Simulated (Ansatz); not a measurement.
BeS: energy against strain

BeS (zinc blende, F-43m, 14.156 Å³/atom at rest, cube axes along x, y and z) under a strain ε along a cube axis (axis z), the other axes held. PBEsol in Ansatz, a plane-wave DFT program (PAW, default set), 420 eV, 12×12×12 Γ-centred mesh, Fermi-Dirac smearing 0.05 eV; ions are relaxed within the symmetry of each cell.

Here s stands for strain and y for E less E0.

```csv
strain (%),E less E0 (meV/atom)
-3.00,?
-1.50,1.60
-1.00,0.71
-0.50,0.18
0.00,0.00
0.50,0.18
1.00,0.71
1.50,1.59
```

Taking a parabola for y over the 7 complete rows: Least squares gives y = 0.002 - 0.0021·s + 0.7081·s². Residuals (row less fit): 0.002, -0.002, 0.000, -0.002, 0.002, 0.002, -0.002; standard error 0.002 (degrees of freedom: 4). Twice the quadratic coefficient over the volume, 2 × 0.7081 meV × 10⁴ × 0.1602 / 14.156 Å³, is the elastic constant C11 = 160 ± 0.3 GPa.

What does the fit predict for y at s = -3.00, and how far is the calculated value from it?

y = 0.002 - 0.0021 × (-3.0) + 0.7081 × (-3.0)² = 6.381 meV/atom. The calculation gives 6.50 meV/atom, 0.119 meV/atom above the prediction (1.8 % of the range of y in the table). The row lies outside the fitted rows, so this is an extrapolation. The fitted rows scatter only by rounding.

One order more, fitted to all 13 runs of the series, follows each within 0.01, so the miss is the next term of a smooth law. Rows are the converged runs of the series near zero and its far end; series whose fitted rows scatter by over a few per cent of the range, as at a crossing or softening among them, aren't shown in this form. Most that stay on the fit to the last digits aren't either.
